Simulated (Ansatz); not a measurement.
**ZnS (P3m1, No. 156, 40 atoms in the cell; start mp-557418; a measured phase of this formula has another space group)**

All values below come from LDA in Ansatz (PAW).

Settings: plane-wave cutoff 520 eV, 12×12×1 k mesh (along the axes of the cell as run), Fermi–Dirac smearing 0.01 eV, scalar-relativistic PAW data made under PBE.

Cell (relaxed at this level):

```cif
data_S20Zn20
_chemical_formula_sum 'Zn20 S20'
_space_group_name_H-M_alt 'P3m1'
_space_group_IT_number 156
_space_group_name_Hall 'P 3 -2"'
_cell_length_a 3.74279
_cell_length_b 3.74279
_cell_length_c 61.23608
_cell_angle_alpha 90.000
_cell_angle_beta 90.000
_cell_angle_gamma 120.000
loop_
_atom_site_label
_atom_site_type_symbol
_atom_site_symmetry_multiplicity
_atom_site_Wyckoff_symbol
_atom_site_fract_x
_atom_site_fract_y
_atom_site_fract_z
_atom_site_occupancy
Zn1 Zn 1 a 0.00000 0.00000 0.55006 1
Zn2 Zn 1 b 0.33333 0.66667 0.70006 1
Zn3 Zn 1 b 0.33333 0.66667 0.19991 1
Zn4 Zn 1 c 0.66667 0.33333 0.39995 1
Zn5 Zn 1 c 0.66667 0.33333 0.90003 1
Zn6 Zn 1 a 0.00000 0.00000 0.85007 1
Zn7 Zn 1 b 0.33333 0.66667 0.94998 1
Zn8 Zn 1 c 0.66667 0.33333 0.75008 1
Zn9 Zn 1 c 0.66667 0.33333 0.10000 1
Zn10 Zn 1 a 0.00000 0.00000 0.65012 1
Zn11 Zn 1 b 0.33333 0.66667 0.80014 1
Zn12 Zn 1 c 0.66667 0.33333 0.60006 1
Zn13 Zn 1 a 0.00000 0.00000 0.00001 1
Zn14 Zn 1 a 0.00000 0.00000 0.45000 1
Zn15 Zn 1 b 0.33333 0.66667 0.05007 1
Zn16 Zn 1 a 0.00000 0.00000 0.14996 1
Zn17 Zn 1 b 0.33333 0.66667 0.29999 1
Zn18 Zn 1 a 0.00000 0.00000 0.34993 1
Zn19 Zn 1 c 0.66667 0.33333 0.24993 1
Zn20 Zn 1 b 0.33333 0.66667 0.50001 1
S1 S 1 b 0.33333 0.66667 0.33742 1
S2 S 1 a 0.00000 0.00000 0.58748 1
S3 S 1 b 0.33333 0.66667 0.83757 1
S4 S 1 a 0.00000 0.00000 0.03753 1
S5 S 1 b 0.33333 0.66667 0.73750 1
S6 S 1 b 0.33333 0.66667 0.08750 1
S7 S 1 c 0.66667 0.33333 0.28746 1
S8 S 1 c 0.66667 0.33333 0.43747 1
S9 S 1 a 0.00000 0.00000 0.88752 1
S10 S 1 b 0.33333 0.66667 0.98742 1
S11 S 1 c 0.66667 0.33333 0.63759 1
S12 S 1 a 0.00000 0.00000 0.48743 1
S13 S 1 c 0.66667 0.33333 0.93748 1
S14 S 1 b 0.33333 0.66667 0.23735 1
S15 S 1 a 0.00000 0.00000 0.38737 1
S16 S 1 c 0.66667 0.33333 0.78760 1
S17 S 1 a 0.00000 0.00000 0.18741 1
S18 S 1 b 0.33333 0.66667 0.53753 1
S19 S 1 c 0.66667 0.33333 0.13745 1
S20 S 1 a 0.00000 0.00000 0.68755 1
```

- band gap = 2.15 eV (direct)

Computed values are for the static lattice.

The result took roughly 22 core-minutes.

A start named mp-… is a Materials Project structure, which need not be a measured phase.

Ansatz is a program for electronic structure.
